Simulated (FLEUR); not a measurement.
A self-consistent single point of Cl2 (Cmce, 4 atoms in the cell) with FLEUR.

Method: FLEUR with PBE, all-electron FLAPW (FLEUR), scalar-relativistic valence.

The change in words: lattice scaled by 0.98. Reference geometry:
```xyz
4
Lattice="3.2325 -2.0375 0.0000 3.2325 2.0375 0.0000 0.0000 0.0000 8.3209" Properties=species:S:1:pos:R:3 pbc="T T T"
Cl     3.2325    -1.5708     5.0321
Cl     3.2325     1.5708     3.2888
Cl     3.2325    -0.4667     0.8716
Cl     3.2325     0.4667     7.4493
```

Reference input (self-consistent single point, DFT, PBE, all-electron FLAPW (FLEUR), scalar-relativistic valence): Kmax = 4.6 1/bohr; GmaxXC = 18.4 1/bohr; xcFunctional = pbe; jspins = 1; l_soc = F; mode = hist; fermiSmearingEnergy = 0.00183747 Htr; mesh (inpgen div1-3) = 9 9 4; inpgen gamma flag = true; Gmax = 18.4 1/bohr; numbands = 0; maxIterBroyd = 25. This run's input differs from it in these lines:

```diff
@@ -3,5 +3,5 @@
 &input film=f /
-3.2325420000 -2.0375130000 0.0000000000
-3.2325420000 2.0375130000 0.0000000000
-0.0000000000 0.0000000000 8.3208970000
+3.1678910000 -1.9967630000 0.0000000000
+3.1678910000 1.9967630000 0.0000000000
+0.0000000000 0.0000000000 8.1544790000
 1.8897261246
@@ -45,5 +45,5 @@
          <bravaisMatrix>
-            <row-1>    6.1086190662667326    -3.8503415453121197     0.0000000000000000</row-1>
-            <row-2>    6.1086190662667326     3.8503415453121197     0.0000000000000000</row-2>
-            <row-3>    0.0000000000000000     0.0000000000000000    15.7242164410057654</row-3>
+            <row-1>    5.9864463825852186    -3.7733352057346696     0.0000000000000000</row-1>
+            <row-2>    5.9864463825852186     3.7733352057346696     0.0000000000000000</row-2>
+            <row-3>    0.0000000000000000     0.0000000000000000    15.4097319988020836</row-3>
          </bravaisMatrix>
```

Output, abridged:

```
 Iteration:     1   Distance:       8.40553296 me/bohr^3
 Iteration:     2   Distance:       7.90704909 me/bohr^3
 Iteration:     3   Distance:       2.44189634 me/bohr^3
 Iteration:     4   Distance:       0.58475815 me/bohr^3
 Iteration:     5   Distance:       0.31976932 me/bohr^3
   [... 5 lines left out ...]
 Iteration:    11   Distance:       0.00018254 me/bohr^3
 Iteration:    12   Distance:       0.00018604 me/bohr^3
 Iteration:    13   Distance:       0.00003983 me/bohr^3
 Iteration:    14   Distance:       0.00000293 me/bohr^3
 Reset of history
 Run finished successfully
 Stop message:
   Structural relaxation: new displacements generated

[file out, last iteration]
             iter=     15
[...]
          total density-effective poten   -2.9008877759E+03
          total charge density-energy d   -1.1270203783E+02
 Updated energy parameters for spin:           1
[...]
 fermi energy and band-weighting factors:

[...]
FERMIE:
          first approx. to ef    (T=0)  :   0.054370 htr   (energy of the highest occ. eigenvalue)
          number of occ. states  (T=0)  :       1050
          first approx. to seigv (T=0)  :  -4.893435 htr
          sum of weights of occ. states :  14.000000
          sum of semicore charge        :   0.000000 e
FERHIS:  Fermi-Energy by histogram:
          bandgap                     :   0.094850 htr
   [... lines left out ...]
          charge neutrality (T=0)     :   0.000000    (zero if the highest occ. eigenvalue is "entirely" occupied)
 Direct bandgap for spin            1 :    9.4849596208821385E-002  Htr
   [... lines left out ...]
 ---->    (input%tkb*entropy) TS=              0.0000000000 htr
 ---->    free energy=                     -1845.9920096982 htr
      extrapolation for T->0
 ---->    total electron energy=           -1845.9920096982 htr
 ***** TOTAL FORCES ON ATOMS *****
 TOTAL FORCE FOR ATOM TYPE=  1  X=  0.000   Y=  0.864   Z= -6.091
                       FX_TOT= 0.000000 FY_TOT= 0.016416 FZ_TOT= 0.029933
```

The run converged in 14 iterations. FLEUR gives forces in its relaxation mode, with a further iteration, so its stop message speaks of a relaxation. Against the reference run the free energy rises by 41.2 meV/atom, the largest force goes from 0.870 to 1.755 eV/Å and the gap on the mesh goes from 2.365 to 2.581 eV.

The starting cell comes from a database of computed structures (which also holds hypothetical and non-ambient phases and stackings), without a prior relaxation at this level. Its lattice was rescaled by a random factor within 2.5 % of one. For this run, on top of that: lattice scaled by 0.98. Values depend on the basis (sphere radii, cutoffs, local orbitals), which need not be converged. Forces in this geometry exceed 1 eV/Å.

Cost on one core of a shared machine: roughly 6 min.
